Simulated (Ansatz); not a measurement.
SiPbO3 (model structure, Pm-3m, No. 221, 5 atoms in the cell)

The numbers are results of G0W0@PBEsol (Ansatz, a program for electronic structure, hard PAW, contour deformation, complete-basis limit), not measurements.

Settings: largest k mesh 6×6×6 (not extrapolated in the mesh).

Cell (relaxed with PBEsol):

```
PbO3Si
1.0
    3.70532     0.00000     0.00000
    0.00000     3.70532     0.00000
    0.00000     0.00000     3.70532
Pb Si O
1 1 3
Direct
  0.00000   0.00000   0.00000
  0.50000   0.50000   0.50000
  0.00000   0.50000   0.50000
  0.50000   0.50000   0.00000
  0.50000   0.00000   0.50000
```

```yaml
band_gap: 3.24 eV
```

Note: filled d or f shells below the valence bands can shift G0W0 gaps through exchange with them, which wasn't tested here; the relaxation could raise the start's symmetry but not lower it, so the cell can be a saddle point; the gap holds a correction of +0.35 eV to the complete basis.

Spin–orbit coupling is not included; with these elements it can move the gap by several tenths of an eV or more.

Computed values are for the static lattice.

Cost on a shared machine: very roughly 2.4 core-hours.

A model structure was made by putting elements into a prototype or built by hand; it is no filed structure, need not be a known phase, and can be a saddle point held by its symmetry.
